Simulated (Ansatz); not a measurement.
Start from HfN in the rock salt structure (space group Fm-3m, No. 225; a = 4.526 Å; relaxed with 0.1 eV smearing). Axes: x, y, z lie along the cube axes.

Method: r2SCAN (Ansatz, a program for electronic structure; PAW; 500 eV plane waves; no spin-orbit coupling).

Strains are applied to the cell and any free atomic positions relax.

One change was made to it. Results:

| quantity | base | after |
|---|---|---|
| energy relative to the base (free energy F) | 0 meV/atom | +1.4 meV/atom |
| shortest interatomic distance | 226.3 pm | 226.3 pm |

Problem. What was done to the base?
A) tensor shear ε_xy = +0.86 %
B) tensor shear ε_xy = +1.71 %
C) tensor shear ε_xy = +2.00 %

Solution. A, tensor shear ε_xy = +0.86 %. For comparison, the energy relative to the base in the other runs: tensor shear ε_xy = +1.71 % gives +5.5 meV/atom; tensor shear ε_xy = +2.00 % gives +7.5 meV/atom.

Stability against distortions was not tested. The final runs are not spin-polarised. An odd electron count without spin: HfN.
